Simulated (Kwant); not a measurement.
System: Aharonov-Bohm ring in a InSb two-dimensional gas. Effective mass 0.014 mₑ, grid spacing 25 nm, hard walls, nominal width 300 nm (11 grid rows, so walls 300 nm apart), one parabolic valley, scattering region 1800 nm long along x; energies count from the band bottom; Fermi energy 0.0012 eV. Ring of mean radius 420 nm, arms as wide as the leads. Perpendicular field swept from 0 to 0.024 T, none in the leads; orbital effect alone.

The device is made up for the run: typed textbook-type constants, with dimensions and the other settings drawn at random.

Kwant, effective-mass tight-binding model on a square grid, one spin, coherent transport at 0 K. Conductance is in e²/h.

Density of the scattering states that come in from the left lead, at field = 0.0059326 T, in bins, relative to the largest site value (x marks bins outside the device):

```
|xxxxxxxxxxxxxxx ....:::.     xxxxxxxxxxxxxxx|
|xxxxxxxxxxxxx  .=+=--==.       xxxxxxxxxxxxx|
|xxxxxxxxxxx    :==-  ::  .:  ::. xxxxxxxxxxx|
|xxxxxxxxxxx     ... .:..:=-..=#+:xxxxxxxxxxx|
|xxxxxxxxxx   .::........:==:.-**= xxxxxxxxxx|
|xxxxxxxxx .. .-+-.       .:-:..-=: xxxxxxxxx|
|xxxxxxxx .=-..-=.  xxxxxx  .:. .==. xxxxxxxx|
|xxxxxxxx.-*=:.:: xxxxxxxxxx .:.:==: xxxxxxxx|
|=----:::-=-.... xxxxxxxxxxxx ......         |
|##***+===-.  .. xxxxxxxxxxxx .::.           |
|:..::..::::...  xxxxxxxxxxxx .-==.          |
|+====-:---:     xxxxxxxxxxxx .:-:.          |
|##**+=----:. .. xxxxxxxxxxxx  ..            |
|:........:-=--:. xxxxxxxxxx .:---:          |
|xxxxxxxx .==-::: xxxxxxxxxx .::-=-. xxxxxxxx|
|xxxxxxxxx .. .--.  xxxxxx  .   .-: xxxxxxxxx|
|xxxxxxxxxx   :=-.    .   .:..-++- xxxxxxxxxx|
|xxxxxxxxxx  :--.    .--..--..*@%- xxxxxxxxxx|
|xxxxxxxxxxx ....-=: .--..-=..=*=.xxxxxxxxxxx|
|xxxxxxxxxxxx   :*#+:.--. :-.  . xxxxxxxxxxxx|
|xxxxxxxxxxxxxx  -==-:--.  .   xxxxxxxxxxxxxx|
|xxxxxxxxxxxxxxxx   ....     xxxxxxxxxxxxxxxx|
```
Scale: ten equal steps from 0.000 (start of ' ') to 0.952 (end of '@'), in the order ' .:-=+*#%@'; x runs from -855 to 855, y from -525 (bottom) to 525 (top).

The conductance there is 0.18 e²/h with 2 open channel(s) in the leads.
